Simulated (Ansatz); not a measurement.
Consider HfO$_{2}$ in the fluorite structure (space group Fm-3m, No. 225; a = 5.0010 Å). Axes: x, y, z lie along the cube axes.

Calculations: Ansatz (a quantum-chemistry and plane-wave program), LDA, PAW, cutoff 420 eV, no spin-orbit coupling.

Strains are applied to the cell and any free atomic positions relax.

One change was made to it. Results:

```tsv
quantity	base	after
electron mass	1.1 mₑ along k, 0.68 mₑ across (at X)	1.1 mₑ along k, 0.67 mₑ across (at X)
pressure (mean of the normal stresses, compression positive)	0.00 GPa	4.41 GPa
band gap	3.66 eV	3.57 eV
```

Problem. Name the change that was made.
A) uniaxial strain ε_zz = +1.50 %
B) uniaxial strain ε_zz = +2.50 %
C) uniaxial strain ε_zz = −1.50 %
D) uniaxial strain ε_zz = −3.00 %

Solution. C, uniaxial strain ε_zz = −1.50 %. For comparison, the electron mass in the other runs: uniaxial strain ε_zz = −3.00 % gives 1.6 mₑ along z, 0.49 mₑ across (at Γ); uniaxial strain ε_zz = +1.50 % gives 1.1 mₑ along k, 0.69 mₑ across (at X); uniaxial strain ε_zz = +2.50 % gives 0.39 mₑ along z, 1.1 mₑ across (at Γ).

With Hf present, leaving out spin-orbit coupling can change the band edges. Effective masses come from finite differences of ±0.01 Å⁻¹. Along k means along the line from Γ to the band edge. Stability against distortions was not tested. This is not the structure that HfO2 has at room temperature and ambient pressure.
